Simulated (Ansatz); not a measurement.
# Effect of biaxial strain +1.85 %, plane normal [001], relaxed out of plane on TiS2

Start from TiS2 in the CdI2 type structure (space group P-3m1, No. 164; a = 3.3593 Å, c = 5.5204 Å; layered, stacked along the Cartesian z axis; relaxed with 0.1 eV smearing). Axes: x lies along a and z along c of the hexagonal cell.

Now apply this change: tensile biaxial strain of 1.85 % in the plane normal to [001], as in epitaxy on a mismatched substrate; the out-of-plane cell vector and the atoms relax.

All numbers come from plane-wave PAW DFT at the PBE-D3(BJ) level (Ansatz, a first-principles code, 420 eV), no spin-orbit coupling, earlier PAW set. Settings: 20×20×11 k-points, 0.1 eV Fermi–Dirac smearing.

```tsv
quantity	base	changed	shift
volume per atom	17.98 Å³	18.51 Å³	+0.521 Å³
space group	P-3m1 (No. 164)	P-3m1 (No. 164)	–
band gap	zero	zero	–
out-of-plane strain	–	-0.81 %	–
mean in-plane stress (compression positive)	–	-3.0 GPa	–
```

Cost of the whole job for the changed cell (relaxation, final SCF and bands): around 110 core-seconds (rough).

No phonon test of stability was made. All final runs are without spin polarisation. A zero or small gap of TiS2 can be the functional's error rather than a property of the material.
